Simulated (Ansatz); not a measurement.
Given:

```xyz
2
Lattice="0.0000 2.1769 2.1769 2.1769 0.0000 2.1769 2.1769 2.1769 0.0000" Properties=species:S:1:pos:R:3 pbc="T T T"
N      3.2654     3.2654     3.2654
Al     0.0000     0.0000     0.0000
```

No spin polarisation.

The values are results of PBE (Ansatz, a first-principles code), no spin-orbit coupling, not measurements. Settings: 13×13×13 k-points, 0.05 eV Fermi–Dirac smearing.

Q: Estimate the pressure.

A: 6.95 GPa.

Q: What is the computed smallest direct gap?

A: 4.27 eV.

The cells carry an imposed strain or load. No phonon test of stability was made. The cell was made from AlN in the zinc blende structure (space group F-43m, No. 216) by this change: isotropic strain −1.12 %. This is not the structure that AlN has at room temperature and ambient pressure.
